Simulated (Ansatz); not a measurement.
The structure below was relaxed with PBEsol-D3(BJ) (Ansatz, a first-principles code; PAW; 420 eV plane waves; scalar-relativistic without spin-orbit coupling).

```xyz
5
Lattice="2.0135 1.1625 9.2398 -2.0135 1.1625 9.2398 0.0000 -2.3250 9.2398" Properties=species:S:1:pos:R:3 pbc="T T T"
Y      0.0000     0.0000    11.0599
Y      0.0000     0.0000    16.6597
Se     0.0000     0.0000     0.0000
Se     0.0000     0.0000     6.0278
Se     0.0000     0.0000    21.6918
```

Question: Find the space group and the Wyckoff positions.

Answer: Space group R-3m, hexagonal axes (No. 166); a = b = 4.027 Å, c = 27.720 Å, α = β = 90.00°, γ = 120.00°

```
atom  site  symmetry       x       y       z
----  ----  --------  ------  ------  ------
Y       6c        3m  0.0000  0.0000  0.3990
Se      3a       -3m  0.0000  0.0000  0.0000
Se      6c        3m  0.0000  0.0000  0.2175
```

Question: Describe the coordination.

Answer: The crystal has 15 atoms in its conventional cell. Cell: a = b = 4.0270 Å, c = 27.7195 Å, α = β = 90.00°, γ = 120.00°. Y sees 3 Se at 2.710 Å and 3 Se at 2.953 Å (octahedral). Se1 is surrounded by 6 Y at 2.953 Å (octahedral). Se2 has 3 Y at 2.710 Å (trigonal pyramidal). (Neighbours: up to the widest gap in distance over summed covalent radii, below 1.35, at either atom; cation-cation and far metal-metal contacts left out.)

Whether these cells are dynamically stable was not tested. The cell was made from Cr2Se3 by this change: Cr → Y; the result is a hypothetical phase, not in the database extracts checked.
